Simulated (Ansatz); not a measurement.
**Cu3Ge (P6₃/mmc, No. 194, 8 atoms in the cell; start mp-1184021)**

All values below come from PBEsol (Ansatz, a first-principles code, plane waves, PAW).

Settings: plane-wave cutoff 520 eV, 12×12×14 k mesh (along the axes of the cell as run), Fermi–Dirac smearing 0.05 eV, no spin polarisation, scalar-relativistic PAW data made under PBE.

Cell (relaxed at this level):

```
Cu3Ge
1.0
    5.20947     0.00000     0.00000
   -2.60473     4.51153     0.00000
    0.00000     0.00000     4.16128
Cu Ge
6 2
Direct
  0.32926   0.16463   0.75000
  0.67074   0.83537   0.25000
  0.16463   0.32926   0.25000
  0.83537   0.67074   0.75000
  0.83537   0.16463   0.75000
  0.16463   0.83537   0.25000
  0.66667   0.33333   0.25000
  0.33333   0.66667   0.75000
```

- bulk modulus: 149 GPa

Note: the run has no spin polarisation, so it can have missed a magnetic state; the bulk modulus is −V dP/dV from two relaxed cells at ±2 % in volume; the relaxation could not lower the start's symmetry, so the cell can be a saddle point above a distorted one.

Computed values are for the static lattice.

A start named mp-… is a Materials Project structure, which need not be a measured phase.
